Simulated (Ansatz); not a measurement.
Results of LDA (plane waves, PAW; Ansatz, a program for electronic structure) for BaScO2F (P4/mmm, No. 123, 5 atoms in the cell; start mp-1227813).

Run with plane-wave cutoff 520 eV, 8×8×8 k mesh, Fermi–Dirac smearing 0.01 eV, scalar-relativistic PAW data made under PBE.

Cell (relaxed with PBEsol):

```
CELL_PARAMETERS angstrom
      4.14067     0.00000     0.00000
      0.00000     4.14067     0.00000
      0.00000     0.00000     4.12805
ATOMIC_POSITIONS crystal
  Ba 0.50000 0.50000 0.50000
  Sc 0.00000 0.00000 0.00000
  O  0.50000 0.00000 0.00000
  O  0.00000 0.50000 0.00000
  F  0.00000 0.00000 0.50000
```

### Question
Predict the band gap and smallest direct gap on the k points sampled.

### Answer

- band gap: 3.06 eV
- smallest direct gap on the k points sampled: 3.40 eV

Note: cell and atoms aren't relaxed at this level (pressure -4.3 GPa).

Spin–orbit coupling is not included.

Static lattice: no zero-point or thermal effects.

It cost around 30 core-seconds (rough) of CPU time.

A start named mp-… is a Materials Project structure, which need not be a measured phase.
